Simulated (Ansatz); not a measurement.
VRu (Pm-3m, No. 221, 2 atoms in the cell; start mp-1395)

Level of theory: r²SCAN in Ansatz (plane waves, PAW).

Settings: plane-wave cutoff 560 eV, 18×18×18 k mesh, Fermi–Dirac smearing 0.05 eV, spin-polarised start, scalar-relativistic PAW data made under PBE.

Cell (relaxed at this level):

Space group Pm-3m (No. 221); a = 2.9964 Å, b = 2.9964 Å, c = 2.9964 Å, α = 90.00°, β = 90.00°, γ = 90.00°

```
atom  site  symmetry       x       y       z
----  ----  --------  ------  ------  ------
V       1b      m-3m  0.5000  0.5000  0.5000
Ru      1a      m-3m  0.0000  0.0000  0.0000
```

```json
{
 "band_gap": "none",
 "bulk_modulus": "250 GPa"
}
```

Note: the magnetic order was assumed, not searched for or taken from measurement; the relaxation could not lower the start's symmetry, so the cell can be a saddle point above a distorted one; the bulk modulus is −V dP/dV from two relaxed cells at ±2 % in volume.

Spin–orbit coupling is not included.

Computed values are for the static lattice.

Cost on a shared machine: around 4 core-minutes (rough).

A start named mp-… is a Materials Project structure, which need not be a measured phase.

Ansatz is a program for electronic structure.
